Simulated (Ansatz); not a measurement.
Defect migration in rock-salt LiF: interstitial H, charge state -1. Method: PBE, PAW (plane waves to 420 eV; Ansatz, a quantum-chemistry and plane-wave program).

Settings: 64 host sites, the relaxed PBE lattice, the Γ point alone, smearing 0.01 eV, spin-restricted, no image-charge correction. Static, classical nuclei. The charge state is imposed; whether it is stable for some Fermi level was not computed. Sites that were not tried may lie lower.

Barriers: single points on a 2×2×2 k-point mesh shifted by half a step at the bands' geometries.

Relaxed starting cell (atoms counted from 1):

```
CELL_PARAMETERS angstrom
      8.13647     0.00000     0.00000
      0.00000     8.13647     0.00000
      0.00000     0.00000     8.13647
ATOMIC_POSITIONS crystal
  Li 0.00324 0.00435 0.00275
  Li 0.99618 0.99722 0.50285
  Li 0.99611 0.50420 0.99588
  Li 0.00007 0.50077 0.49935
  Li 0.50313 0.99717 0.99590
  Li 0.49969 0.00113 0.49934
  Li 0.49972 0.50079 0.99977
  Li 0.49913 0.50019 0.49882
  F  0.28041 0.96917 0.96798
  F  0.24955 0.00003 0.49927
  F  0.24954 0.50055 0.99866
  F  0.25018 0.50689 0.50551
  F  0.74903 0.00004 0.99867
  F  0.74269 0.99940 0.50551
  F  0.74258 0.50700 0.99807
  F  0.74912 0.50046 0.49904
  Li 0.00350 0.24609 0.24471
  Li 0.99604 0.25353 0.74513
  Li 0.99617 0.74660 0.25211
  Li 0.00010 0.74983 0.74845
  Li 0.50298 0.25341 0.25211
  Li 0.49975 0.24948 0.74845
  Li 0.49968 0.74990 0.24813
  Li 0.49912 0.75046 0.74910
  F  0.28006 0.28107 0.27999
  F  0.24953 0.25060 0.74873
  F  0.24953 0.75004 0.24922
  F  0.25017 0.74369 0.74230
  F  0.74899 0.25059 0.24922
  F  0.74259 0.25123 0.74227
  F  0.74272 0.74379 0.24988
  F  0.74914 0.75021 0.74881
  Li 0.24492 0.00467 0.24463
  Li 0.25247 0.99710 0.74519
  Li 0.25237 0.50401 0.25212
  Li 0.24842 0.50083 0.74844
  Li 0.74557 0.99721 0.25212
  Li 0.74875 0.00116 0.74844
  Li 0.74881 0.50077 0.24813
  Li 0.74940 0.50018 0.74910
  F  0.96850 0.96951 0.27999
  F  0.99898 0.00005 0.74873
  F  0.99899 0.50059 0.24922
  F  0.99836 0.50699 0.74227
  F  0.49954 0.00006 0.24922
  F  0.50589 0.99941 0.74230
  F  0.50578 0.50685 0.24988
  F  0.49937 0.50044 0.74881
  Li 0.24520 0.24632 0.00274
  Li 0.25236 0.25340 0.50285
  Li 0.25241 0.74645 0.99590
  Li 0.24845 0.74989 0.49934
  Li 0.74538 0.25348 0.99588
  Li 0.74880 0.24951 0.49935
  Li 0.74879 0.74986 0.99978
  Li 0.74939 0.75045 0.49881
  F  0.96806 0.28153 0.96786
  F  0.99897 0.25061 0.49925
  F  0.99897 0.75009 0.99866
  F  0.99834 0.74375 0.50552
  F  0.49949 0.25061 0.99866
  F  0.50583 0.25124 0.50552
  F  0.50592 0.74366 0.99807
  F  0.49939 0.75019 0.49905
  H  0.12416 0.12540 0.12332
```
Cell charge -1.

End state 1 differs by these moves (Å; atoms that move under 0.08 Å are left out):

| atom | element | Δx | Δy | Δz |
|---|---|---|---|---|
| 9 | F | -0.25 | 0.25 | 0.25 |
| 13 | F | -0.25 | -0.25 | -0.25 |
| 25 | F | -0.25 | -0.25 | -0.25 |
| 29 | F | -0.25 | 0.25 | 0.25 |
| 33 | Li | 0.07 | -0.06 | 0.06 |
| 37 | Li | 0.07 | 0.06 | -0.06 |
| 41 | F | 0.50 | 0.00 | 0.00 |
| 46 | F | -0.10 | 0.00 | 0.00 |
| 47 | F | -0.10 | 0.00 | 0.00 |
| 49 | Li | 0.07 | 0.06 | -0.06 |
| 53 | Li | 0.07 | -0.06 | 0.06 |
| 57 | F | 0.51 | 0.00 | 0.00 |
| 62 | F | -0.10 | 0.00 | 0.00 |
| 63 | F | -0.10 | 0.00 | 0.00 |
| 65 | H | -2.03 | 0.00 | 0.00 |

Task: Predict the forward and backward barriers to end state 1 from PBE, PAW.

Result: forward 0.27 eV, backward 0.27 eV; at the saddle point atom 65 has neighbours 2 F at 2.08; 2 Li at 1.65, 2 Li at 2.19 Å. The saddle point's order was not checked, and it lies on a symmetry element of the cell, where a band can be held.
